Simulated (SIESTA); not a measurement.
Band structure of GaIr (Pm-3m, 2 atoms in the cell).

```
GaIr
1.0
    3.02850     0.00000     0.00000
    0.00000     3.02850     0.00000
    0.00000     0.00000     3.02850
Ga Ir
1 1
Direct
  0.00000   0.00000   0.00000
  0.50000   0.50000   0.50000
```

Method: GGA PBEsol, numerical atomic orbitals DZP, PseudoDojo PBEsol standard norm-conserving potentials (rewritten from UPF to PSML) in SIESTA.

Settings: XC.functional = GGA; XC.authors = PBEsol; potentials = PseudoDojo PBEsol standard; PAO.BasisSize = DZP; PAO.EnergyShift = 0.01 Ry; MeshCutoff = 300 Ry; kgrid.MonkhorstPack = 9 9 9; OccupationFunction = MP; OccupationMPOrder = 0; ElectronicTemperature = 1160.45 K; MaxSCFIterations = 150; SCF.Mixer.Method = Broyden; SCF.Mixer.Weight = 0.2; SCF.Mixer.History = 8.

The starting cell comes from a database of computed structures (which also holds hypothetical and non-ambient phases and stackings), without a prior relaxation at this level. Spin-orbit coupling is off. Spin polarisation is off. Values carry the incompleteness of an atom-centred basis.

Levels in eV from the Fermi level, bands 12 to 17:
```csv
point,12,13,14,15,16,17
Γ,-5.11,-1.46,-1.46,-1.46,3.85,3.85
X,-4.79,-3.62,-3.62,-1.42,0.21,10.77
M,-3.48,-3.48,-2.59,-2.59,-0.22,2.81
R,-6.67,-1.53,-0.12,-0.12,3.63,3.63
```

Bands cross the Fermi level along this path, so the cell is metallic at this level.

Higher empty bands are left out: an atom-centred basis made for the valence describes them poorly.
